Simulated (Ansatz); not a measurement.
Band structure of CaSiAu (P-6m2, 3 atoms in the cell).

```
CaSiAu
1.0
    4.32759     0.00000     0.00000
   -2.16379     3.74780     0.00000
    0.00000     0.00000     3.94250
Ca Si Au
1 1 1
Cartesian
  0.00000   0.00000   0.00000
  2.16380   1.24927   1.97125
  0.00000   2.49854   1.97125
```

Method: PBEsol, PAW files made with PBE (plane waves; Ansatz, a program for electronic structure).

Settings: kpoints.mp_grid.grid = 6 6 6; hamiltonian.xc = pbesol; hamiltonian.pseudopotentials = {kind: paw} (the program's default PAW files); scf.occupations.method = gaussian; scf.occupations.width = 0.136 eV; kpoints.band_path.npoints = 8.

The starting cell comes from a database of computed structures (which also holds hypothetical and non-ambient phases and stackings), without a prior relaxation at this level. Spin-orbit coupling is off.

Levels in eV from the Fermi level, bands 13 to 20:
```csv
point,13,14,15,16,17,18,19,20
Γ,-4.67,-4.67,0.26,0.49,0.49,0.84,2.66,4.05
M,-4.94,-4.77,-4.75,-0.98,0.85,1.14,4.07,4.14
K,-4.97,-4.72,-3.82,-3.46,1.56,2.38,3.10,3.43
A,-4.92,-4.00,-3.90,2.06,2.06,2.61,2.66,2.66
L,-4.90,-4.38,-3.56,-1.35,-1.35,-0.16,3.47,4.33
H,-5.10,-3.79,-3.63,-2.32,-1.11,-0.06,4.07,4.63
```

Bands cross the Fermi level along this path, so the cell is metallic at this level.

Keys are those of Ansatz 0.2.
